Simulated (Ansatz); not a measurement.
Consider interstitial Li in zinc-blende BP, charge state +1. The step: a direct jump of one Li atom; the atom moves 1.97 Å along (0.25, -0.25, -0.25) of the unit cell; the moving atom starts with neighbours 4 B at 2.02; 6 P at 2.33 Å and ends with 6 B at 2.29; 4 P at 2.08 Å. A PBE band in Ansatz (plane-wave PAW, a 2×2×2 k-point mesh shifted by half a step, 64 host sites, 22 SCF runs with any check of the saddle's order, static, no finite-size correction) gives a forward barrier of 1.51 eV. The saddle point's order was not checked, and it lies on a symmetry element of the cell, where a band can be held. The charge state is imposed; whether it is stable for some Fermi level was not computed. Sites that were not tried may lie lower.

Single points at the band's start and saddle point can refine it. Rough cost of one point, in units of the band's mean SCF on the same machine:

```csv
Level,Cost of one point
"PBE, a 3×3×3 k-point mesh shifted by half a step",about 3
"r2SCAN at 500 eV, a 2×2×2 k-point mesh shifted by half a step",under 2
```

Q: Which of these move the barrier by more than 0.1 eV, and how far does each move it?

A: Not one does. PBE, a 3×3×3 k-point mesh shifted by half a step: 0.00 eV; r2SCAN at 500 eV, a 2×2×2 k-point mesh shifted by half a step: +0.07 eV. Each functional is compared with PBE at the same k-points.

Ansatz is a quantum-chemistry and plane-wave program.
